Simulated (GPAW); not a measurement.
## Worked example: self-consistent single point of Au (Fm-3m, 1 atom in the cell) in GPAW

Method: PBE, GPAW PAW datasets PBE (gpaw-data 1.0.1) (plane waves; GPAW).

This input was run:

```python
from ase import Atoms
from ase.units import GPa
from gpaw import GPAW

atoms = Atoms(['Au'],
              cell=[[0.000000, 2.083351, 2.083351],
                    [2.083351, 0.000000, 2.083351],
                    [2.083351, 2.083351, 0.000000]],
              scaled_positions=[[0.000000, 0.000000, 0.000000]],
              pbc=True)

calc = GPAW(mode={'name': 'pw', 'ecut': 600},
            xc='PBE',
            kpts=(14, 14, 14),
            occupations={'name': 'fermi-dirac', 'width': 0.136},
            nbands=-9,
            convergence={'density': 1e-05, 'energy': 1e-05},
            symmetry={'symmorphic': False, 'tolerance': 0.0005},
            maxiter=120,
            txt='-')

atoms.calc = calc

energy = atoms.get_potential_energy()
print('Energy (eV):', round(energy, 6))
forces = atoms.get_forces()
print('Forces (eV/Ang):')
print(forces.round(5))
stress = atoms.get_stress()
print('Stress (GPa, Voigt):', (stress / GPa).round(4))
```

Log, with long lists cut:

```
Input parameters:
  convergence: {density: 1e-05,
                energy: 1e-05}
  kpts: [14 14 14]
  maxiter: 120
  mode: {ecut: 600,
         name: pw}
  nbands: -9
  occupations: {name: fermi-dirac,
                width: 0.136}
  symmetry: {symmorphic: False,
             tolerance: 0.0005}
  xc: PBE

species:
  Au:
    name: Gold
    Z: 79.0
    valence: 11
    core: 68
    charge: 0.0
    file: Au.PBE.gz

    # Using partial waves for Au as LCAO basis

Reference energy: -516598.271109  # eV

Spin-paired calculation

Convergence criteria:
 Maximum [total energy] change in last 3 cyles: 1e-05 eV / valence electron
 Maximum integral of absolute [dens]ity change: 1e-05 electrons / valence electron
 Maximum integral of absolute [eigenst]ate change: 4e-08 eV^2 / valence electron
 Maximum number of scf [iter]ations: 120

Symmetries present (total): 48
Symmetries with fractional translations: 0

  ( 1  0  0) + (   0)  ( 1  0  0) + (   0)  ( 1  0  0) + (   0)
  ( 1  0 -1) + (   0)  ( 1 -1  0) + (   0)  ( 0  1  0) + (   0)
  ( 1 -1  0) + (   0)  ( 1  0 -1) + (   0)  ( 0  0  1) + (   0)

  ( 1  0  0) + (   0)  ( 1  0 -1) + (   0)  ( 1  0 -1) + (   0)
  ( 0  0  1) + (   0)  ( 1  0  0) + (   0)  ( 1 -1  0) + (   0)
  ( 0  1  0) + (   0)  ( 1 -1  0) + (   0)  ( 1  0  0) + (   0)

  ( 1  0 -1) + (   0)  ( 1  0 -1) + (   0)  ( 1 -1  0) + (   0)
  ( 0  1 -1) + (   0)  ( 0  0 -1) + (   0)  ( 1  0  0) + (   0)
  ( 0  0 -1) + (   0)  ( 0  1 -1) + (   0)  ( 1  0 -1) + (   0)

  ( 1 -1  0) + (   0)  ( 1 -1  0) + (   0)  ( 1 -1  0) + (   0)
  ( 1  0 -1) + (   0)  ( 0 -1  1) + (   0)  ( 0 -1  0) + (   0)
  ( 1  0  0) + (   0)  ( 0 -1  0) + (   0)  ( 0 -1  1) + (   0)

  ( 0  1  0) + (   0)  ( 0  1  0) + (   0)  ( 0  1  0) + (   0)
  ( 1  0  0) + (   0)  ( 0  1 -1) + (   0)  ( 0  0  1) + (   0)
  ( 0  0  1) + (   0)  (-1  1  0) + (   0)  ( 1  0  0) + (   0)

  ( 0  1  0) + (   0)  ( 0  1 -1) + (   0)  ( 0  1 -1) + (   0)
  (-1  1  0) + (   0)  ( 1  0 -1) + (   0)  ( 0  1  0) + (   0)
  ( 0  1 -1) + (   0)  ( 0  0 -1) + (   0)  (-1  1  0) + (   0)

  ( 0  1 -1) + (   0)  ( 0  1 -1) + (   0)  ( 0  0  1) + (   0)
  ( 0  0 -1) + (   0)  (-1  1  0) + (   0)  ( 1  0  0) + (   0)
  ( 1  0 -1) + (   0)  ( 0  1  0) + (   0)  ( 0  1  0) + (   0)

  ( 0  0  1) + (   0)  ( 0  0  1) + (   0)  ( 0  0  1) + (   0)
  ( 0  1  0) + (   0)  ( 0 -1  1) + (   0)  (-1  0  1) + (   0)
  ( 1  0  0) + (   0)  (-1  0  1) + (   0)  ( 0 -1  1) + (   0)

  ( 0  0 -1) + (   0)  ( 0  0 -1) + (   0)  ( 0  0 -1) + (   0)
  ( 1  0 -1) + (   0)  ( 0  1 -1) + (   0)  ( 0 -1  0) + (   0)
  ( 0  1 -1) + (   0)  ( 1  0 -1) + (   0)  (-1  0  0) + (   0)

  ( 0  0 -1) + (   0)  ( 0 -1  1) + (   0)  ( 0 -1  1) + (   0)
  (-1  0  0) + (   0)  ( 1 -1  0) + (   0)  ( 0  0  1) + (   0)
  ( 0 -1  0) + (   0)  ( 0 -1  0) + (   0)  (-1  0  1) + (   0)

  ( 0 -1  1) + (   0)  ( 0 -1  1) + (   0)  ( 0 -1  0) + (   0)
  ( 0 -1  0) + (   0)  (-1  0  1) + (   0)  ( 1 -1  0) + (   0)
  ( 1 -1  0) + (   0)  ( 0  0  1) + (   0)  ( 0 -1  1) + (   0)

  ( 0 -1  0) + (   0)  ( 0 -1  0) + (   0)  ( 0 -1  0) + (   0)
  ( 0  0 -1) + (   0)  ( 0 -1  1) + (   0)  (-1  0  0) + (   0)
  (-1  0  0) + (   0)  ( 1 -1  0) + (   0)  ( 0  0 -1) + (   0)

  (-1  1  0) + (   0)  (-1  1  0) + (   0)  (-1  1  0) + (   0)
  ( 0  1  0) + (   0)  ( 0  1 -1) + (   0)  (-1  0  1) + (   0)
  ( 0  1 -1) + (   0)  ( 0  1  0) + (   0)  (-1  0  0) + (   0)

  (-1  1  0) + (   0)  (-1  0  1) + (   0)  (-1  0  1) + (   0)
  (-1  0  0) + (   0)  ( 0  0  1) + (   0)  ( 0 -1  1) + (   0)
  (-1  0  1) + (   0)  ( 0 -1  1) + (   0)  ( 0  0  1) + (   0)

  (-1  0  1) + (   0)  (-1  0  1) + (   0)  (-1  0  0) + (   0)
  (-1  1  0) + (   0)  (-1  0  0) + (   0)  ( 0  0 -1) + (   0)
  (-1  0  0) + (   0)  (-1  1  0) + (   0)  ( 0 -1  0) + (   0)

  (-1  0  0) + (   0)  (-1  0  0) + (   0)  (-1  0  0) + (   0)
  ( 0 -1  0) + (   0)  (-1  1  0) + (   0)  (-1  0  1) + (   0)
  ( 0  0 -1) + (   0)  (-1  0  1) + (   0)  (-1  1  0) + (   0)
Note: your k-points are not as symmetric as your crystal!
2744 k-points: 14 x 14 x 14 Monkhorst-Pack grid
280 k-points in the irreducible part of the Brillouin zone
       k-points in crystal coordinates                weights
   0:     0.03571429    0.03571429   -0.03571429          6/2744
   1:     0.03571429    0.03571429    0.03571429          2/2744
   2:     0.10714286   -0.03571429   -0.03571429          6/2744
   [... 7 lines left out ...]
          ...
 279:     0.46428571    0.46428571    0.46428571          2/2744

Wave functions: Plane wave expansion
  Cutoff energy: 600.000 eV
  Number of coefficients (min, max): 585, 614
  Pulay-stress correction: 0.000000 eV/Ang^3 (de/decut=0.000000)

Occupation numbers: Fermi-Dirac:
  width: 0.1360  # eV

Eigensolver

Densities:
  Coarse grid: 18*18*18 grid
  Fine grid: 36*36*36 grid
  Total Charge: 0.000000

Density mixing:
  Method: separate
  Backend: pulay
  Linear mixing parameter: 0.05
  old densities: 5
  Damping of long wavelength oscillations: 50

Hamiltonian:
  XC and Coulomb potentials evaluated on a 36*36*36 grid
  External potential:
    NoExternalPotential

XC parameters: PBE with 2 nearest neighbor stencil

Number of atoms: 1
Number of atomic orbitals: 9
Number of bands in calculation: 14
Number of valence electrons: 11
Bands to converge: occupied

Density initialized from atomic densities
  9 bands from LCAO basis set
  5 bands from random numbers

Atomic positions and initial magnetic moments

Positions:
   0 Au     0.000000    0.000000    0.000000    ( 0.0000,  0.0000,  0.0000)

Unit cell:
           periodic     x           y           z      points  spacing
  1. axis:    yes    0.000000    2.083351    2.083351    18     0.1336
  2. axis:    yes    2.083351    0.000000    2.083351    18     0.1336
  3. axis:    yes    2.083351    2.083351    0.000000    18     0.1336

  Lengths:   2.946303   2.946303   2.946303
  Angles:   60.000000  60.000000  60.000000

Effective grid spacing dv^(1/3) = 0.1458

     iter     time        total  log10-change:
                         energy   eigst   dens
iter:   1 --:--:--    -3.439506
iter:   2 --:--:--    -3.382908   -2.47  -1.32
iter:   3 --:--:--    -3.175932   -2.10  -1.35
iter:   4 --:--:--    -3.168983   -4.20  -2.05
iter:   5 --:--:--    -3.162845   -3.34  -2.06
iter:   6 --:--:--    -3.162875   -4.72  -3.39
iter:   7 --:--:--    -3.162890c  -5.58  -3.41
iter:   8 --:--:--    -3.162859c  -6.22  -3.38
iter:   9 --:--:--    -3.162859c  -8.42c -4.64
iter:  10 --:--:--    -3.162859c  -9.76c -4.78
iter:  11 --:--:--    -3.162859c  -8.61c -4.84
iter:  12 --:--:--    -3.162859c -11.29c -5.98c

Converged after 12 iterations.

Dipole moment: (0.000000, -0.000000, -0.000000) |e|*Ang

Energy contributions relative to reference atoms: (reference = -516598.271109)

Kinetic:         -9.478208
Potential:       +7.680767
External:        +0.000000
XC:              -1.494099
Entropy (-ST):   -0.017252
Local:           +0.137307
SIC:             +0.000000
--------------------------
Free energy:     -3.171485
Extrapolated:    -3.162859

Showing only first 2 kpts
 Kpt  Band  Eigenvalues  Occupancy
  0     3      4.64200    2.00000
  0     4      5.87563    2.00000
  0     5      5.95800    2.00000
  0     6     24.79750    0.00000

  1     3      4.59433    2.00000
  1     4      5.93275    2.00000
  1     5      5.93275    2.00000
  1     6     24.70108    0.00000

Fermi level: 8.99447

No gap
No difference between direct/indirect transitions
Energy (eV): -3.162859

Forces in eV/Ang:
  0 Au   -0.00000    0.00000   -0.00000

Stress tensor:
    -0.005766     0.000000    -0.000000
     0.000000    -0.005766     0.000000
    -0.000000     0.000000    -0.005766
Stress (GPa, Voigt): [-0.9238 -0.9238 -0.9238  0.     -0.      0.    ]
```

The run converged in 12 iterations. GPAW prints stress with tension positive.

The starting cell comes from a database of computed structures (which also holds hypothetical and non-ambient phases and stackings), without a prior relaxation at this level. Its lattice was rescaled by a random factor within 2.5 % of one. Spin-orbit coupling is off.

Cost on one core of a shared machine: roughly 70 s.
